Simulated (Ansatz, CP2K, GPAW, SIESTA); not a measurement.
## CuGaSe₂ (I-42d, 8 atoms in the cell) computed with different codes at matched settings

Band-structure calculation.

```
CELL_PARAMETERS angstrom
     -2.77667     2.77667     5.45435
      2.77667    -2.77667     5.45435
      2.77667     2.77667    -5.45435
ATOMIC_POSITIONS crystal
  Ga 0.50000 0.50000 0.00000
  Ga 0.25000 0.75000 0.50000
  Cu 0.00000 0.00000 0.00000
  Cu 0.75000 0.25000 0.50000
  Se 0.87500 0.87500 0.50000
  Se 0.12500 0.62500 0.00000
  Se 0.37500 0.37500 0.50000
  Se 0.62500 0.12500 0.00000
```

Shared settings, as Ansatz (a program for electronic structure) writes them: kpoints.mp_grid.grid = 3 3 3; scf.occupations.method = fermi_dirac; scf.occupations.width = 0.0007 Ry. Potentials and cutoffs stand in the table.

| code | model | gap along the path (eV) | smallest direct gap (eV) | cutoff |
|---|---|---|---|---|
| GPAW | PBE, GPAW PAW datasets PBE (gpaw-data 1.0.1) | 0.41 | 0.41 | 800 eV |
| Ansatz | PBE, default PAW files | 0.38 | 0.38 | default |
| SIESTA | GGA PBE, numerical atomic orbitals DZP, PseudoDojo PBE standard norm-conserving potentials (rewritten from UPF to PSML) | 0.49 | 0.49 | grid 400 Ry |
| CP2K | PBE, GPW, DZVP-MOLOPT-PBE-GTH basis, GTH-PBE potentials (POTENTIAL_UZH) | 0.27 | 0.27 | grid 600 Ry |

The spread over the programs that give each value: gap along the path within 0.22 eV; smallest direct gap within 0.22 eV.

SIESTA and CP2K use small atom-centred bases, whose incompleteness enters pressures, forces and empty levels differently from a plane-wave cutoff.

The starting cell has typed, rounded lattice constants, without a prior relaxation at this level. Its lattice was rescaled by a random factor within 2.5 % of one.

Left out of this page: Elk (unsound by tests on forces, stress, charge or solver warnings).

Keys are those of Ansatz 0.2.
